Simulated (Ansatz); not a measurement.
A relaxation of cell and atoms of ZrCu₅ (F-43m, 6 atoms in the cell) with Ansatz (a quantum-chemistry and plane-wave program).

Method of the run: LDA (PW92), default PAW files made with PBE (plane waves; Ansatz).

The change in words: atoms on their sites; basis.ecutwfc: 420 eV → 355 eV; relax: default → cell and atoms. Reference geometry:
```yaml
crystal:
  lattice:
    - [0.00000, 3.42178, 3.42178]
    - [3.42178, 0.00000, 3.42178]
    - [3.42178, 3.42178, 0.00000]
  atoms:
    - { symbol: Zr, position: [0.00422, 0.00422, 0.00422] }
    - { symbol: Cu, position: [0.75000, 0.75000, 0.75000] }
    - { symbol: Cu, position: [0.37589, 0.87233, 0.37589] }
    - { symbol: Cu, position: [0.37589, 0.37589, 0.37589] }
    - { symbol: Cu, position: [0.87233, 0.37589, 0.37589] }
    - { symbol: Cu, position: [0.37589, 0.37589, 0.87233] }
```

Reference input (self-consistent single point, DFT, LDA (PW92), plane waves, default PAW files made with PBE): basis.ecutwfc = 420 eV; kpoints.mp_grid.grid = 5 5 5; hamiltonian.xc = lda; hamiltonian.pseudopotentials = {kind: paw} (the program's default PAW files); scf.occupations.method = fermi_dirac; scf.occupations.width = 0.1 eV. This run's input differs from it in these lines:

Ansatz 0.2 input:
```diff
@@ -7,3 +7,3 @@
   atoms:
-    - { symbol: Zr, position: [0.00421800, 0.00421800, 0.00421800] }
+    - { symbol: Zr, position: [0.00000000, 0.00000000, 0.00000000] }
     - { symbol: Cu, position: [0.75000000, 0.75000000, 0.75000000] }
@@ -14,3 +14,3 @@
 basis:
-  ecutwfc: 420.0 eV
+  ecutwfc: 355.0 eV
 kpoints:
@@ -22,2 +22,4 @@
   occupations: { method: fermi_dirac, width: 0.1 eV }
+relax:
+  cell: {}
 output:
```

Output, abridged:

```
   [... SCF lines of the steps left out ...]
relax step   1: F+E_penalty+E_count = -36856.75611970 eV  Δ(F+E_penalty+E_count) = +0.000e0 eV  max|allowed force component| = 1.212e-2 eV/Å  Δτ_max = 0.0000 Å  P = -8.782 GPa  Ω = 80.128 Å³  (8 SCF iters, dr2 threshold 1.00e-7 eV, accepted)
relax step   2: F+E_penalty+E_count = -36856.92275573 eV  Δ(F+E_penalty+E_count) = -1.666e-1 eV  max|allowed force component| = 1.795e-2 eV/Å  Δτ_max = 0.0018 Å  P = -0.838 GPa  Ω = 76.495 Å³  energy of the carried Pulay correction = +5.472e-2 eV  [...]
   [... lines left out ...]
relax step   7: F+E_penalty+E_count = -36856.88775605 eV  Δ(F+E_penalty+E_count) = -5.707e-4 eV  max|allowed force component| = 3.704e-5 eV/Å  Δτ_max = 0.0000 Å  P = -0.003 GPa  Ω = 75.630 Å³  energy of the carried Pulay correction = +5.603e-4 eV  [...]
relax step   8: F+E_penalty+E_count = -36856.88775605 eV  Δ(F+E_penalty+E_count) = -3.420e-10 eV  max|allowed force component| = 3.763e-5 eV/Å  Δτ_max = 0.0000 Å  P = -0.009 GPa  Ω = 75.630 Å³  stress off target by 9.12e-3 GPa  SCF on the basis [...]
basis re-selected at this cell: Δ(F+E_penalty+E_count) = -3.420e-10 eV, ΔP = -0.006 GPa vs the last step
the relaxation is at rest under the 24 symmetry operations that the run kept from its start: a minimum is not shown …
Stability not checked: this state was not tested for a lower state beside it, because too few of the mixer's solves of this state at the end of the SCF gave a …
Free energy (F): -36856.887756 eV
Internal energy: -36856.789821 eV  (E = F + TS)
   [... lines left out ...]
Fermi energy:    17.446817 eV
  cell:  # Å, volume = 75.6297 Å³
   [... lines left out ...]
    - { symbol: Cu, position: [0.75, 0.75, 0.75] }
    - { symbol: Cu, position: [0.3758293549455528, 0.8725119351633414, 0.3758293549455528] }
    - { symbol: Cu, position: [0.3758293549455528, 0.3758293549455528, 0.3758293549455528] }
    - { symbol: Cu, position: [0.8725119351633414, 0.3758293549455528, 0.3758293549455528] }
    - { symbol: Cu, position: [0.3758293549455528, 0.3758293549455528, 0.8725119351633414] }
```

The run converged.  The full log also holds: “iter 5 did not close the SCF: its close was put off for the readings that it lacked (scf_convergence_deferred on its scf_iter line)”. The full log also holds: “iter 3 did not close the SCF: its close was put off for the readings that it lacked (scf_convergence_deferred on its scf_iter line)”.

Summary of the result:
Free energy E − TS (on the zero of these files): -36856.8878 eV
Fermi level (on the code's own zero): 17.45 eV
Pressure: -0.01 GPa
Final cell: a = b = c = 4.7468 Å, α = β = γ = 60.00°
Final volume per atom: 12.60 Å³
Relaxation steps: 8

The starting cell comes from a database of computed structures (which also holds hypothetical and non-ambient phases and stackings), without a prior relaxation at this level. Its lattice was rescaled by up to half a per cent. Spin polarisation is off. The relaxation keeps the symmetry of its start, so its end need not be a minimum. Ansatz's pressure includes its estimate of the finite-basis (Pulay) stress. Without the estimate this run gives -2.51 GPa. The cutoff lies below the one recommended for these files.

Cost on one core of a shared machine: roughly 30 s.
